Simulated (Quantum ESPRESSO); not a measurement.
Quantum ESPRESSO is run on TaCoAs (Pnma, 12 atoms in the cell), and the run fails. The aim is a self-consistent single point with DFT, LDA (PZ), plane waves, GBRV 1.5 ultrasoft (LDA) pseudopotentials.

Cell that was meant: a = 6.2766 Å, b = 3.6940 Å, c = 7.1465 Å, α = 90.00°, β = 90.00°, γ = 90.00°.

Part of the input:

```fortran
    ecutwfc = 50,
    ecutrho = 400,
    occupations = 'smearing',
    smearing = 'fermi',
    degauss = 0.0073499,
    nspin = 2,
    starting_magnetization(2) = 0.176,
```

Output, abridged:

```
 %%%%%%%%%%%%%%%%%%%%%%%%%%%%%%%%%%%%%%%%%%%%%%%%%%%%%%%%%%%%%%%%%%%%%%%%%%%%%%
     Error in routine  set_occupations (1):
      smearing fermi unknown
 %%%%%%%%%%%%%%%%%%%%%%%%%%%%%%%%%%%%%%%%%%%%%%%%%%%%%%%%%%%%%%%%%%%%%%%%%%%%%%

     stopping ...
```

Question: Read the log: what does the program object to, and what is the fix?

Answer: The fault is a value that the program does not know. The key takes a closed list of words, and names differ between codes. To fix it, use one of the words that the key accepts. The program stopped before any SCF iteration.

An input that runs soundly differs in these lines (not the only fix; some lines may just follow from the change or write a value another way):
```diff
-    smearing = 'fermi',
+    smearing = 'fd',
```

With that input, the run converged in 20 iterations: free energy E − TS -26132.6984 eV; Fermi level (on the code's own zero) 17.92 eV; pressure -8.81 GPa; largest force (vector length) 0.326 eV/Å; size of the cell's spin moment 0.00 μB (DFT, LDA (PZ), plane waves, GBRV 1.5 ultrasoft (LDA) pseudopotentials).

On the sound input: the starting cell comes from a database of computed structures (which also holds hypothetical and non-ambient phases and stackings), without a prior relaxation at this level. The starting moments vanished: the run ended non-magnetic, which need not be the lowest state. With a pressure of about -9 GPa the cell is away from its equilibrium volume at this level. Without a gap this mesh is coarse (it stands for a supercell whose shortest vector is 18 Å).
